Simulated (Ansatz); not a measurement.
**cubic BaHfO3 (0 0 1) on zinc-blende GaSb (0 0 1) (film strained to the substrate, started from cuts of the bulks and a machine-learned relaxation; metallic at this level, with no gap by band count; slabs Ga6Sb5 and Ba3O7Hf2, which can lie off the formulas)**…

A periodic stack without vacuum, cubic BaHfO3 (0 0 1) on zinc-blende GaSb (0 0 1) (film strained to the substrate, started from cuts of the bulks and a machine-learned relaxation; metallic at this level, with no gap by band count; slabs Ga6Sb5 and Ba3O7Hf2, which can lie off the formulas): substrate slab Ga6Sb5, film Ba3O7Hf2, surface cells [[1, 0], [1, 1]] and [[0, 1], [-1, 0]], film strained by +4.4 and +4.4 %, outermost planes Ga/Ga and BaO/BaO as cut, which need not be the usual terminations and can put a slab off its formula.

The start was prepared with a machine-learned potential, and the result is one local minimum, with the in-plane cell held and forces under 0.04 eV/Å; the film can end far from its bulk form.

Method: PBE (plane waves to 420 eV, PAW; Ansatz, a quantum-chemistry and plane-wave program). Spin–orbit coupling is left out. Its k-point mesh 5×5×1, Fermi–Dirac width 0.05 eV.

- interface area = 19.3 Å²
- period = 27.12 Å
- heights between the nearest atoms of the two slabs at the two interfaces = 1.92 and 1.92 Å
- Ba–Ga contacts across the interfaces within 1.22 times the sum of covalent radii = 8, mean 3.69 Å
- Ga–O contacts across the interfaces within 1.22 times the sum of covalent radii = 2, mean 2.04 Å
- Ba–Sb contacts across the interfaces within 1.22 times the sum of covalent radii = 2, mean 3.56 Å
- spin-polarised check at this geometry = falls back to no moment

```
CELL_PARAMETERS angstrom
      4.39181     0.00102    -0.15842
      0.00046     4.39259     0.12873
     -1.74803     1.94452    27.27286
ATOMIC_POSITIONS crystal
  Ga 0.90316 0.93289 0.14223
  Ga 0.33536 0.24800 0.03526
  Ga 0.04170 0.77941 0.37048
  Ga 0.47476 0.34654 0.25644
  Ga 0.94344 0.63948 0.59170
  Ga 0.62792 0.20759 0.48469
  Sb 0.86555 0.46351 0.08323
  Sb 0.00999 0.31478 0.31346
  Sb 0.43866 0.88188 0.19930
  Sb 0.15847 0.16984 0.54367
  Sb 0.57693 0.74324 0.42762
  Ba 0.54703 0.08732 0.66472
  O  0.14458 0.60238 0.66241
  Ba 0.67367 0.97747 0.81343
  Hf 0.12577 0.53631 0.73748
  O  0.66002 0.54943 0.73810
  O  0.14794 0.05564 0.73773
  O  0.21500 0.51863 0.81347
  Ba 0.78322 0.85099 0.96210
  Hf 0.23246 0.42941 0.88943
  O  0.75187 0.45143 0.88923
  O  0.24567 0.96351 0.88886
  O  0.29842 0.44789 0.96453
```
